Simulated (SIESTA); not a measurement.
SIESTA run on ScBPd3 (Pm-3m, 5 atoms in the cell): self-consistent single point.

Level of theory: GGA WC, numerical atomic orbitals TZP, PseudoDojo PBE standard norm-conserving potentials (rewritten from UPF to PSML) run with SIESTA.

```
CELL_PARAMETERS angstrom
      4.24470     0.00000     0.00000
      0.00000     4.24470     0.00000
      0.00000     0.00000     4.24470
ATOMIC_POSITIONS crystal
  Sc 0.00000 0.00000 0.00000
  B  0.50000 0.50000 0.50000
  Pd 0.00000 0.50000 0.50000
  Pd 0.50000 0.00000 0.50000
  Pd 0.50000 0.50000 0.00000
```

Reference input (self-consistent single point, DFT, GGA PBEsol, numerical atomic orbitals TZP, PseudoDojo PBEsol standard norm-conserving potentials (rewritten from UPF to PSML)): XC.functional = GGA; XC.authors = PBEsol; potentials = PseudoDojo PBEsol standard; PAO.BasisSize = TZP; PAO.EnergyShift = 0.01 Ry; MeshCutoff = 350 Ry; kgrid.MonkhorstPack = 7 7 7 shifted by 0.5 0.5 0.5; OccupationFunction = MP; OccupationMPOrder = 1; ElectronicTemperature = 1160.45 K; MaxSCFIterations = 150; SCF.Mixer.Method = Broyden. This run's input differs from it in these lines:

```diff
@@ -1,2 +1,2 @@
-# files in the folder: Sc.psml B.psml Pd.psml (PseudoDojo PBEsol standard)
+# files in the folder: Sc.psml B.psml Pd.psml (PseudoDojo PBE standard)
 SystemName  ScBPd3
@@ -27,3 +27,3 @@
 XC.functional                GGA
-XC.authors                   PBEsol
+XC.authors                   WC
 PAO.BasisSize                TZP
```

The program printed (abridged):

```
        iscf     Eharris(eV)        E_KS(eV)     FreeEng(eV)     dDmax    Ef(eV) dHmax(eV)
   scf:    1   -12417.878537   -12447.070071   -12447.069327  1.612778 -4.365925  8.362792
   scf:    2   -12449.995192   -12448.627965   -12448.629770  0.052480 -4.429987  6.411228
   scf:    3   -12450.407684   -12450.201679   -12450.202627  0.133253 -4.681547  1.312301
   scf:    4   -12450.300250   -12450.267230   -12450.268410  0.007426 -4.693291  0.912479
   scf:    5   -12450.316276   -12450.323619   -12450.324143  0.033681 -4.848134  0.726456
   [... 3 lines left out ...]
   scf:    9   -12450.344246   -12450.344939   -12450.345309  0.002568 -4.855315  0.057717
   scf:   10   -12450.344951   -12450.344945   -12450.345316  0.000058 -4.855164  0.057264
   scf:   11   -12450.345134   -12450.345084   -12450.345430  0.000745 -4.855965  0.001208
   scf:   12   -12450.345084   -12450.345084   -12450.345431  0.000037 -4.856035  0.000638
SCF Convergence by DM+H criterion
max |DM_out - DM_in|         :     0.0000372429
max |H_out - H_in|      (eV) :     0.0006378069
SCF cycle converged after 12 iterations

Using DM_out to compute the final energy and forces

siesta: E_KS(eV) =           -12450.3451

siesta: E_KS - E_eggbox =    -12450.3451

siesta: Atomic forces (eV/Ang):
     1    0.000000    0.000000    0.000000
     2    0.000000    0.000000    0.000000
     3    0.000000    0.000000   -0.000000
     4   -0.000000    0.000000    0.000000
     5   -0.000000   -0.000000   -0.000000
   Tot    0.000000    0.000000   -0.000000
   Max    0.000000
   Res    0.000000    sqrt( Sum f_i^2 / 3N )
   Max    0.000000    constrained

Stress tensor Voigt[x,y,z,yz,xz,xy] (kbar):       88.46       88.46       88.46       -0.00        0.00       -0.00
   [... lines left out ...]
siesta: FreeEng =    -12450.345431
siesta: Cell volume =         76.478789 Ang**3
siesta:         -88.46298155        -88.46298155  kBar
   [... lines left out ...]

              0.173   0.133   0.173   0.197   0.136   0.247   0.411   0.247

              0.148

mulliken: Qtot =       68.000

Mulliken Atomic Populations:
Atom #   charge [q] valence [e]  Species
     1     0.395580   10.604420  Sc
     2    -0.811405    3.811405  B
     3     0.138609   17.861391  Pd
     4     0.138609   17.861391  Pd
     5     0.138609   17.861391  Pd
 Total    -0.000000
```

The run converged in 12 iterations. Against the reference run the pressure goes from -9.71 to -8.85 GPa. The full log also holds: “xc_check: WARNING: Pseudopotential generated with GGA PBE functional”.

The starting cell comes from a database of computed structures (which also holds hypothetical and non-ambient phases and stackings), without a prior relaxation at this level. Its lattice was rescaled by a random factor within 2.5 % of one. Spin polarisation is off. Values carry the incompleteness of an atom-centred basis. With a pressure of about -9 GPa the cell is away from its equilibrium volume at this level.

Cost on one core of a shared machine: roughly 2 min.
